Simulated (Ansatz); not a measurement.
Surface energy of faces of hcp Y in PBE and in LDA, in Ansatz (plane waves, PAW). Symmetric slabs relaxed with PBE from ideal cuts in 1x1 cells (the lowest computed cut and spin start of each face; real faces may reconstruct in larger cells); LDA values are single points on them, with the bulk at the same level. No spin-orbit coupling, no U.

```
face     PBE (J/m²)  LDA (J/m²)
-------  ----------  ----------
(0001)         1.00        1.13
(10-10)        0.97        1.08
(10-11)        0.99        1.09
(10-12)        1.07        1.19
(11-20)        1.02           ?
(11-21)        1.12        1.26
(11-22)        1.08        1.20
(20-21)        0.99        1.10
(21-30)        1.03        1.18
```

Q: Fit a straight line y = a·x + b by least squares to the 8 complete rows (x: PBE (J/m²); y: LDA (J/m²)).

A: the means are x̄ = 1.0312 and ȳ = 1.1538; Σ(x − x̄)² = 0.019888 and Σ(x − x̄)(y − ȳ) = 0.023163, so a = 1.165 and b = ȳ − a·x̄ = -0.047. The largest residual is 0.028.

Q: What does the line predict for the withheld row, (11-20), and what did the calculation give?

A: the line gives 1.14; the calculation gave 1.17, a miss of 0.03, of the size of the fitted rows' scatter and rounding.

Ansatz is a program for electronic structure.
